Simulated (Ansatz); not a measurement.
Functionals compared on the (30-32) surface of hcp Lu in its 1x1 cell, outermost plane spacing 0.95 Å in the ideal cut, in Ansatz (plane waves, PAW). The structure was relaxed with PBE; the other rows are single points on it, each with its references at the same level. Cutoff 420 eV (500 eV for r2SCAN).

Set-up: 24 atoms, 10.4 Å thick at the start (thin: gaps and levels are the slab's own); mesh 11x3x1; 0.1 eV smearing; dipole correction on; all atoms relaxed; start symmetry kept, larger cells not searched; no spin, no spin-orbit, no U. These notes are the PBE run's.

| functional | surface energy (J/m²) | work function of the top face (eV) | rough cost of the single point |
|---|---|---|---|
| PBE | 1.11 | 3.31 | – |
| LDA | 1.25 | 3.47 | very roughly 26 core-minutes |
| PBEsol | ? | ? | about 30 core-minutes (a rough figure) |
| RPBE | 1.03 | 3.21 | very roughly 30 core-minutes |
| r2SCAN | 1.22 | 3.38 | about 40 core-minutes (a rough figure) |

Problem. What belongs in the gaps?

Solution. 
- PBEsol, surface energy (J/m²): 1.22
- PBEsol, work function of the top face (eV): 3.35

Ansatz is a quantum-chemistry and plane-wave program.
